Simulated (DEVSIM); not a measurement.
Structure: Ti/HfO2/n-In0.53Ga0.47As capacitor, at 300 K.

| layer (left to right) | material | thickness (nm) | Nd (cm⁻³) |
|---|---|---|---|
| 1 | HfO2 | 4.20 | - |
| 2 | In0.53Ga0.47As | 3200 | 6.2e16 |

Metal gate on the left, work function 4.33 eV. Fixed charge at the semiconductor interface 9.1e11 cm⁻² (in units of +e); no interface traps.

This is a model device: material constants are rounded textbook-type values typed into the input, and sizes, dopings and lifetimes were drawn at random. Values at 300 K.

| parameter | HfO2 | In0.53Ga0.47As |
|---|---|---|
| gap (eV) | 5.7 | 0.74 |
| affinity (eV) | 2.5 | 4.51 |
| permittivity | 22 | 13.9 |
| Nc (cm⁻³) | - | 2.1e17 |
| Nv (cm⁻³) | - | 7.7e18 |

Simulated with DEVSIM: 1D Poisson equation in equilibrium, Boltzmann statistics, complete ionisation; no quantum confinement or tunnelling. Metal contacts follow the ideal Schottky-Mott rule: no Fermi-level pinning, no interface dipoles.

Problem. Tabulate band edges, carrier densities and field at -0.65 V on the gate.

Solution. Energies count from the Fermi level of the right contact; mesh points crowd at the junctions.

| x (μm) | Ec (eV) | Ev (eV) | n (cm⁻³) | p (cm⁻³) | field (V/cm) |
|---|---|---|---|---|---|
| 0.000 | 2.480 | -3.220 | < 1e2 | < 1e2 | -120000 |
| 0.001031 | 2.467 | -3.233 | < 1e2 | < 1e2 | -120000 |
| 0.002374 | 2.451 | -3.249 | < 1e2 | < 1e2 | -120000 |
| 0.003624 | 2.435 | -3.265 | < 1e2 | < 1e2 | -120000 |
| 0.005035 | 0.412 | -0.328 | 2.5e10 | 2.4e13 | -76000 |
| 0.007245 | 0.395 | -0.345 | 4.8e10 | 1.3e13 | -74000 |
| 0.01190 | 0.362 | -0.378 | 1.7e11 | 3.4e12 | -70000 |
| 0.02671 | 0.267 | -0.473 | 6.9e12 | 8.7e10 | -58000 |
| 0.05291 | 0.142 | -0.598 | 8.6e14 | 7.0e8 | -37000 |
| 0.1117 | 0.039 | -0.701 | 4.6e16 | 1.3e7 | -4200 |
| 0.2321 | 0.032 | -0.708 | 6.2e16 | 9700000 | ≈ 0 |
| 0.6148 | 0.032 | -0.708 | 6.2e16 | 9700000 | ≈ 0 |
| 1.292 | 0.032 | -0.708 | 6.2e16 | 9700000 | ≈ 0 |
| 2.242 | 0.032 | -0.708 | 6.2e16 | 9700000 | ≈ 0 |
| 2.857 | 0.032 | -0.708 | 6.2e16 | 9700000 | ≈ 0 |
| 3.040 | 0.032 | -0.708 | 6.2e16 | 9700000 | ≈ 0 |
| 3.127 | 0.032 | -0.708 | 6.2e16 | 9700000 | ≈ 0 |
| 3.168 | 0.032 | -0.708 | 6.2e16 | 9700000 | ≈ 0 |
| 3.191 | 0.032 | -0.708 | 6.2e16 | 9700000 | ≈ 0 |
| 3.199 | 0.032 | -0.708 | 6.2e16 | 9700000 | ≈ 0 |
| 3.202 | 0.032 | -0.708 | 6.2e16 | 9700000 | ≈ 0 |
| 3.204 | 0.032 | -0.708 | 6.2e16 | 9700000 | ≈ 0 |
